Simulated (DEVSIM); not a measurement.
Device: Au/Al2O3/n-In0.53Ga0.47As capacitor, at 250 K.

| layer (left to right) | material | thickness (nm) | Nd (cm⁻³) |
|---|---|---|---|
| 1 | Al2O3 | 3.70 | - |
| 2 | In0.53Ga0.47As | 3900 | 2.1e16 |

Metal gate on the left, work function 5.1 eV. Fixed charge at the semiconductor interface 9.4e11 cm⁻² (in units of +e); no interface traps.

The device is made up for the run: typed textbook-type constants, with dimensions and the other settings drawn at random. Values at 300 K; Nc and Nv go as T^1.5, mobilities as T to minus their exponent, the gap by Varshni's rule with the affinity fixed.

```csv
parameter,Al2O3,In0.53Ga0.47As
gap (eV),6.8,0.74
affinity (eV),1.35,4.51
permittivity,9,13.9
Nc (cm⁻³),-,2.1e17
Nv (cm⁻³),-,7.7e18
Varshni α (eV/K),-,0.00035
Varshni β (K),-,190
```

DEVSIM, 1D Poisson equation in equilibrium, Boltzmann statistics, complete ionisation; no quantum confinement or tunnelling. Metal contacts follow the ideal Schottky-Mott rule: no Fermi-level pinning, no interface dipoles.

Base results: flat-band voltage (V) 0.48; capacitance of the dielectric stack (μF/cm²) 2.15; threshold voltage (band bending 2φF) (V) -0.15; minimum of the low-frequency capacitance (μF/cm²) 0.0649.

**Question.** What follows from this one change: fixed charge 9.4e+11 → -2.06e+12 cm^-2?

**Answer.** flat-band voltage 0.48 → 0.70 V; capacitance of the dielectric stack little changed (2.15 μF/cm²); threshold voltage (band bending 2φF) -0.15 → 0.08 V; minimum of the low-frequency capacitance little changed (0.0649 μF/cm²).

**Question.** What follows from this one change: Al2O3 thickness 0.0037 → 0.0044 μm?

**Answer.** flat-band voltage 0.48 → 0.46 V; capacitance of the dielectric stack 2.15 → 1.81 μF/cm²; threshold voltage (band bending 2φF) -0.15 → -0.16 V; minimum of the low-frequency capacitance little changed (0.0650 μF/cm²).

**Question.** What follows from this one change: interface trap density 0 → 1e+12 cm^-2 eV^-1?

**Answer.** flat-band voltage 0.48 → 0.51 V; capacitance of the dielectric stack little changed (2.15 μF/cm²); threshold voltage (band bending 2φF) little changed (-0.15 V); minimum of the low-frequency capacitance 0.0649 → 0.206 μF/cm².

**Question.** What follows from this one change: substrate doping 2.1e+16 → 2.1e+15 cm^-3?

**Answer.** flat-band voltage 0.48 → 0.43 V; capacitance of the dielectric stack little changed (2.15 μF/cm²); threshold voltage (band bending 2φF) -0.15 → -0.07 V; minimum of the low-frequency capacitance 0.0649 → 0.0234 μF/cm².

**Question.** What follows from this one change: temperature 250 → 450 K?

**Answer.** flat-band voltage 0.48 → 0.41 V; capacitance of the dielectric stack little changed (2.15 μF/cm²); threshold voltage (band bending 2φF) -0.15 → 0.06 V; minimum of the low-frequency capacitance 0.0649 → 0.105 μF/cm².
